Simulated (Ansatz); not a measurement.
Input:

```xyz
2
Lattice="0.0000 1.7680 1.7680 1.7680 0.0000 1.7680 1.7680 1.7680 0.0000" Properties=species:S:1:pos:R:3 pbc="T T T"
C      0.0000     0.0000     0.0000
C      0.8840     0.8840     0.8840
```

No spin polarisation.

Level of theory: PBEsol/PAW in Ansatz (a quantum-chemistry and plane-wave program), no spin-orbit coupling. k-mesh 16×16×16 (Γ-centred); smearing 0.05 eV (Fermi–Dirac).

**Question.** Estimate the electron mass.

**Answer.** 1.6 mₑ along k, 0.29 mₑ across (off the special points).

**Question.** What gap character does the calculation give?

**Answer.** Indirect, Γ → Γ–X (75 % along).

The cells carry an imposed strain or load. Effective masses come from finite differences of ±0.01 Å⁻¹. Along k means along the line from Γ to the band edge. Stability against distortions was not tested. The cell was made from C in the diamond structure (space group Fd-3m, No. 227) by this change: isotropic strain −0.50 %.
